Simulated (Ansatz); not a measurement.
**Pressure series in hypothetical diamond Ru**

Base system: Ru in the diamond structure (space group Fd-3m, No. 227; a hypothetical phase, not in the database extracts checked).

```xyz
2
Lattice="0.0000 2.7273 2.7273 2.7273 0.0000 2.7273 2.7273 2.7273 0.0000" Properties=species:S:1:pos:R:3 pbc="T T T"
Ru     4.0909     4.0909     4.0909
Ru     2.7273     2.7273     2.7273
```

Cell and atoms are relaxed at each pressure.

Levels (all Ansatz, a first-principles code, PAW): PBE (420 eV, scalar-relativistic without spin-orbit coupling); PBEsol (420 eV, scalar-relativistic without spin-orbit coupling).

The base cell above is that of PBE; each level relaxes its own structures.

```tsv
case	shortest interatomic distance, PBE	shortest interatomic distance, PBEsol
pressure −2 GPa	2.372 Å	2.343 Å
pressure −1 GPa	2.367 Å	2.339 Å
pressure 0.3 GPa	2.360 Å	2.333 Å
pressure 0.7 GPa	2.359 Å	2.331 Å
pressure 1.5 GPa	2.355 Å	2.328 Å
pressure 3 GPa	2.348 Å	2.322 Å
pressure 5 GPa	2.340 Å	2.314 Å
pressure 7.5 GPa	2.329 Å	2.305 Å
pressure 10 GPa	2.320 Å	2.296 Å
```

PBE lies above PBEsol in every row, by 0.023 Å to 0.029 Å. They put the cases in the same order.

Load acts through the strain it causes; cell and atoms are relaxed under it. No phonon test of stability was made. No other phases were tried under pressure. All final runs are without spin polarisation.
